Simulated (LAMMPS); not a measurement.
An MD run on Si (diamond structure), 1728 atoms, at 200 K and 0 GPa, heated as the crystal.

Method: classical MD, pair style tersoff/mod, file Si.tersoff.mod (LAMMPS).

| r (Å) | g(r) |
|---|---|
| 2.180 | 0.000 |
| 2.220 | 0.017 |
| 2.260 | 0.555 |
| 2.300 | 4.65 |
| 2.340 | 11.3 |
| 2.380 | 9.04 |
| 2.420 | 2.80 |
| 2.460 | 0.398 |
| 2.500 | 0.028 |
| 2.540 | 0.000 |
| 2.580 | 0.000 |
| 2.620 | 0.000 |
| 2.660 | 0.000 |
| 2.700 | 0.000 |
| 2.740 | 0.000 |
| 2.780 | 0.000 |
| 2.820 | 0.000 |
| 2.860 | 0.000 |
| 2.900 | 0.000 |
| 2.940 | 0.000 |
| 2.980 | 0.000 |
| 3.020 | 0.000 |
| 3.060 | 0.000 |
| 3.100 | 0.000 |
| 3.140 | 0.000 |
| 3.180 | 0.000 |
| 3.220 | 0.000 |
| 3.260 | 0.000 |
| 3.300 | 0.000 |
| 3.340 | 0.000 |
| 3.380 | 0.000 |
| 3.420 | 0.000 |
| 3.460 | 0.000 |
| 3.500 | 0.000 |
| 3.540 | 0.000 |
| 3.580 | 0.001 |
| 3.620 | 0.003 |
| 3.660 | 0.063 |
| 3.700 | 0.424 |
| 3.740 | 1.85 |
| 3.780 | 4.95 |
| 3.820 | 8.19 |
| 3.860 | 8.53 |
| 3.900 | 5.53 |
| 3.940 | 2.22 |
| 3.980 | 0.573 |
| 4.020 | 0.095 |
| 4.060 | 0.011 |
| 4.100 | 0.001 |
| 4.140 | 0.000 |
| 4.180 | 0.000 |
| 4.220 | 0.000 |
| 4.260 | 0.005 |
| 4.300 | 0.035 |
| 4.340 | 0.198 |
| 4.380 | 0.850 |
| 4.420 | 2.38 |
| 4.460 | 4.50 |
| 4.500 | 5.83 |
| 4.540 | 5.12 |
| 4.580 | 3.04 |
| 4.620 | 1.23 |
| 4.660 | 0.339 |
| 4.700 | 0.065 |
| 4.740 | 0.009 |
| 4.780 | 0.001 |
| 4.820 | 0.000 |
| 4.860 | 0.000 |
| 4.900 | 0.000 |
| 4.940 | 0.000 |
| 4.980 | 0.000 |
| 5.020 | 0.000 |
| 5.060 | 0.000 |
| 5.100 | 0.000 |
| 5.140 | 0.000 |
| 5.180 | 0.001 |
| 5.220 | 0.009 |
| 5.260 | 0.058 |
| 5.300 | 0.231 |
| 5.340 | 0.700 |
| 5.380 | 1.38 |
| 5.420 | 1.91 |
| 5.460 | 1.82 |
| 5.500 | 1.21 |
| 5.540 | 0.568 |
| 5.580 | 0.177 |
| 5.620 | 0.038 |
| 5.660 | 0.006 |
| 5.700 | 0.006 |
| 5.740 | 0.045 |
| 5.780 | 0.246 |
| 5.820 | 0.876 |
| 5.860 | 2.11 |
| 5.900 | 3.25 |
| 5.940 | 3.38 |
| 5.980 | 2.32 |
| 6.020 | 1.04 |
| 6.060 | 0.322 |
| 6.100 | 0.065 |
| 6.140 | 0.009 |
| 6.180 | 0.001 |

Read from the full data:
- state found: crystal; no diffusion seen in 30 ps
- first peak of g(r): 2.35 Å, height 11.3
- coordination number: 4.00 (counted to 3.06 Å)
